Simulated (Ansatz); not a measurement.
The starting structures come from a database of crystals and need not be the phases stable at ambient conditions.

**Evanescent states of K2PdF6 (P-3m1, not sure to be the ambient phase, 9 atoms a cell, 14.3 Å³ an atom) along the normal of (100)**

The numbers are results of r2SCAN (plane waves, PAW; Ansatz, an electronic-structure program), not measurements.

The gap is the functional's own. No spin-orbit coupling. Mid-gap values are interpolated on the energy grid.

Energies count from the valence-band top; κ is the least over a 8×6 mesh across the current.

```tsv
E (eV)	κ (1/Å)	where
0.07	0.245	off Γ
0.20	0.401	off Γ
0.33	0.509	off Γ
0.46	0.570	off Γ
0.58	0.599	off Γ
0.71	0.602	off Γ
0.84	0.596	off Γ
0.97	0.588	off Γ
1.10	0.578	off Γ
1.24	0.567	off Γ
1.36	0.554	off Γ
1.50	0.536	Γ
1.62	0.516	Γ
1.75	0.492	Γ
1.89	0.465	Γ
2.02	0.434	Γ
2.15	0.395	Γ
2.27	0.345	off Γ
2.40	0.272	off Γ
2.54	0.140	off Γ
```

Question: How thick must the barrier be to attenuate the transmission by 10^6 when the electrodes' Fermi level lies at 1.89 eV, and what attenuation does that film give at 0.71 eV?

Answer: d = 6 ln 10 / (2 × 0.465) = 14.9 Å. At 0.71 eV it gives 6 × 0.602/0.465 = 7.8 decades.
